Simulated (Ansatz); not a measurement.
Functionals compared on the (10-12) surface of hcp Mg in its 1x1 cell, outermost plane spacing 0.63 Å in the ideal cut (one of several cuts of this face), in Ansatz (plane waves, PAW). The structure was relaxed with PBE; the other rows are single points on it, each with its references at the same level. Cutoff 420 eV (500 eV for r2SCAN).

Model: 12-atom slab, 10.1 Å thick at the start (thin: gaps and levels are the slab's own), 12x5x1 mesh, Fermi-Dirac 0.1 eV, dipole correction, all atoms relaxed; held to the start's symmetry, so lower structures may exist; no spin, no spin-orbit, no U. These notes are the PBE run's.

```
functional  surface energy (J/m²)  work function of the top face (eV)          rough cost of the single point
----------  ---------------------  ----------------------------------  --------------------------------------
PBE                          0.73                                3.55                                       –
LDA                          0.81                                3.68            very roughly 60 core-seconds
PBEsol                       0.80                                3.59  about 60 core-seconds (a rough figure)
RPBE                          [?]                                 [?]                 roughly 60 core-seconds
r2SCAN                       0.82                                3.61                roughly 120 core-seconds
```

Problem. Some entries are withheld; supply them.

Solution. 
- RPBE, surface energy (J/m²): 0.67
- RPBE, work function of the top face (eV): 3.48

Ansatz is an electronic-structure program.
